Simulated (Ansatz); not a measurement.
System: ScAl2 (model structure, started from the MoSi2 type, I4/mmm, No. 139, 3 atoms in the cell). Method: LDA in Ansatz (plane waves, PAW).

Run with plane-wave cutoff 520 eV, 22×22×22 k mesh, Fermi–Dirac smearing 0.05 eV, scalar-relativistic PAW data made under PBE.

Cell (relaxed at this level):

```xyz
3
Lattice="-1.5418 1.5418 5.5141 1.5418 -1.5418 5.5141 1.5418 1.5418 -5.5141" Properties=species:S:1:pos:R:3 pbc="T T T"
Sc     0.0000     0.0000     0.0000
Al     0.0000     0.0000     3.5769
Al     0.0000     0.0000     7.4512
```

What does this level give for the bulk modulus?


- bulk modulus: 82.7 GPa

The run finds no gap.

Note: the bulk modulus is −V dP/dV from two relaxed cells at ±2 % in volume; the relaxation could raise the start's symmetry but not lower it, so the cell can be a saddle point.

Computed values are for the static lattice.

A model structure was made by putting elements into a prototype or built by hand; it is no filed structure, need not be a known phase, and can be a saddle point held by its symmetry.

Ansatz is a program for electronic structure.
